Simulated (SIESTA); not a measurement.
SIESTA is run on BiTe2Br4 (P-1, 14 atoms in the cell), and the run fails. The aim is a self-consistent single point with DFT, GGA PBEsol, numerical atomic orbitals DZP, PseudoDojo PBEsol standard norm-conserving potentials (rewritten from UPF to PSML).

Cell that was meant: a = 7.5145 Å, b = 8.0441 Å, c = 9.3635 Å, α = 91.57°, β = 102.76°, γ = 94.76°.

Part of the input:

```
OccupationFunction           FD
ElectronicTemperature        20.0 meV

MaxSCFIterations             3
SCF.MustConverge             false
SCF.Mixer.Method             Pulay
SCF.Mixer.Weight             0.1
SCF.Mixer.History            6
```

Output (repeated stretches shortened):

```
        iscf     Eharris(eV)        E_KS(eV)     FreeEng(eV)     dDmax    Ef(eV) dHmax(eV)
   scf:    1   -19241.266937   -19245.751761   -19245.751761  0.742134 -4.311747  6.432034
   scf:    2   -19250.037129   -19248.001542   -19248.001542  0.049757 -4.724178  4.871557
   scf:    3   -19251.025448   -19250.759768   -19250.759768  0.134389 -5.075299  0.870076
SCF_NOT_CONV: SCF did not converge  in maximum number of steps.
SCF_NOT_CONV: SCF did not converge  in maximum number of steps.
Geom step, scf iteration, dDmax, dHmax:    0     3      0.134389     0.063949
Geom step, scf iteration, dDmax, dHmax:    0     3      0.134389     0.063949

Using DM_out to compute the final energy and forces

   [... lines left out ...]
siesta: FreeEng =    -19250.759768
   [... lines left out ...]
siesta:     11    0.169415   -0.148883    0.191043
siesta:     12   -0.169415    0.148883   -0.191043
siesta:     13   -0.072587   -0.226113    0.105281
siesta:     14    0.072587    0.226113   -0.105281
siesta: ----------------------------------------
siesta:    Tot   -0.000000   -0.000000    0.000000

siesta: Stress tensor (static) (eV/Ang**3):
siesta:     0.005900   -0.002486   -0.000757
siesta:    -0.002182    0.009412    0.001469
siesta:    -0.000901    0.001428    0.005455

siesta: Cell volume =        549.501240 Ang**3

siesta: Pressure (static):
siesta:                Solid            Molecule  Units
siesta:          -0.00007539          0.00000103  Ry/Bohr**3
siesta:          -0.00692239          0.00009479  eV/Ang**3
siesta:         -11.09089232          0.15187073  kBar
```

**Question.** What is wrong, and how is it fixed?

**Answer.** The fault is an iteration limit that is too low, with the stop on failure switched off. The program then goes on with a density that is not self-consistent. To fix it, raise the limit and let the run stop on failure. The run ended unconverged after 3 iterations.

An input that runs soundly differs in these lines (not the only fix; some lines may just follow from the change or write a value another way):
```diff
-MaxSCFIterations             3
-SCF.MustConverge             false
+MaxSCFIterations             150
```

With that input, the run converged in 13 iterations: free energy E − TS -19250.9891 eV; top of the valence band (on the code's own zero) -5.73 eV; gap on the k-point mesh 1.07 eV; pressure -0.97 GPa; largest force (vector length) 1.145 eV/Å (DFT, GGA PBEsol, numerical atomic orbitals DZP, PseudoDojo PBEsol standard norm-conserving potentials (rewritten from UPF to PSML)).

On the sound input: the starting cell comes from a database of computed structures (which also holds hypothetical and non-ambient phases and stackings), without a prior relaxation at this level. Spin-orbit coupling is off. Values carry the incompleteness of an atom-centred basis. Forces in this geometry exceed 1 eV/Å. The shifted mesh does not hold Γ, so a gap read on it misses any band edge there.
